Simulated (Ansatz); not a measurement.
An Ansatz (a quantum-chemistry and plane-wave program) run: ZnSnP2; PBE (Ansatz, PAW, spin-orbit coupling left out).

Input:

Ansatz 0.2 input:
```yaml
crystal:
  lattice:
    - [-2.851170913, 2.851170913, 5.7177730373]
    - [2.851170913, -2.851170913, 5.7177730373]
    - [2.851170913, 2.851170913, -5.7177730373]
  atoms:
    - { symbol: Zn, position: [0.75, 0.25, 0.5] }
    - { symbol: Zn, position: [0, 0, 0] }
    - { symbol: Sn, position: [0.25, 0.75, 0.5] }
    - { symbol: Sn, position: [0.5, 0.5, 0] }
    - { symbol: P, position: [0.102767941, 0.125, 0.477767941] }
    - { symbol: P, position: [0.647232059, 0.625, 0.522232059] }
    - { symbol: P, position: [0.375, 0.897232059, 0.022232059] }
    - { symbol: P, position: [0.875, 0.352767941, 0.977767941] }
basis: { ecutwfc: 420, ecutrho_ratio: 4, xc_grid: 2, fft_grid_basis: typed }
kpoints: { mp_grid: { grid: [8, 8, 8] } }
hamiltonian:
  xc: pbe
  dispersion: none
  pseudopotentials: { kind: paw }
scf: { occupations: { method: fermi_dirac, width: 0.05 }, convergence: { dr2_threshold: 0.0000000008 } }
output: { forces: true, stress: true }
checkpoint: { write: state.ck, write_every: 1000 }
```

Output (explanatory and most iteration lines left out):

```
Pseudopotential: Zn, paw, valence charge 12
Pseudopotential: Sn, paw, valence charge 14
Pseudopotential: P, paw, valence charge 5
Crystal: 8 atoms, lattice volume = 185.923 Å³
Basis set: ecut = 420 eV, 3635 PW (Γ), exchange–correlation on 96×96×96 points (8 copies of the dense FFT grid, shifted against one another)
Bands: 44, of which v1, the nominal top of the filled ones, is band 36 counted from 1 (35 counted from 0)
Symmetry: 8 space group operations
Space group: I-42d (ITA 122), of the structure as read, at distance tolerance 5.7e-5 Å
k-points: 59 of 512 (time reversal used)
Functional: x = pbe(κ = 0.804, μ = 0.2195149727645171), c = pbe(β = 0.06672455060314922)
SCF iter   1: F=—  HF=-21710.897831 eV  |F-HF|=—  |Δ(HF+E_count)|=         —  Δρ=7.04e-4  dr2=1.09e-3  ethr=1.77e-3  ⟨swp⟩=10.0  Hψ=13303  notcnv=0  defer=3
SCF iter   2: F=—  HF=-21710.896550 eV  |F-HF|=—  |Δ(HF+E_count)|=   1.28e-3  Δρ=5.00e-4  dr2=5.87e-4  ethr=1.51e-6  ⟨swp⟩=3.0  Hψ=5913  notcnv=0  defer=68
SCF 1 converged in 10 iterations: F = -21710.896514 eV  dr2 = 1.31e-11
SCF converged after 10 iterations
Free energy (F): -21710.896514 eV
Internal energy: -21710.896505 eV  (E = F + TS)
E sigma→0 (E₀):  -21710.896509 eV
Entropy (-TS):   -0.000009 eV (-0.001 meV/atom)
Fermi energy:    7.314402 eV
--- Forces (eV/Å), atoms counted from 1 ---
  atom   1  Zn    -0.00000000     0.00000000     0.00000000
  atom   2  Zn    -0.00000000    -0.00000000     0.00000000
  atom   3  Sn    -0.00000000     0.00000000     0.00000000
  atom   4  Sn     0.00000000     0.00000000     0.00000000
  atom   5  P     -0.00000000     0.00076252    -0.00000000
  atom   6  P      0.00000000    -0.00076252    -0.00000000
  atom   7  P     -0.00076252    -0.00000000     0.00000000
  atom   8  P      0.00076252     0.00000000    -0.00000000
--- Stress (GPa, compression-positive) ---
        0.000057       0.000000       0.000000
        0.000000       0.000057      -0.000000
        0.000000      -0.000000      -0.000326
  P = ⅓ Tr σ = -0.0001 GPa (-0.001 kbar)
```

No phonon test of stability was made. The cell is ZnSnP2 in the chalcopyrite structure (space group I-42d, No. 122).
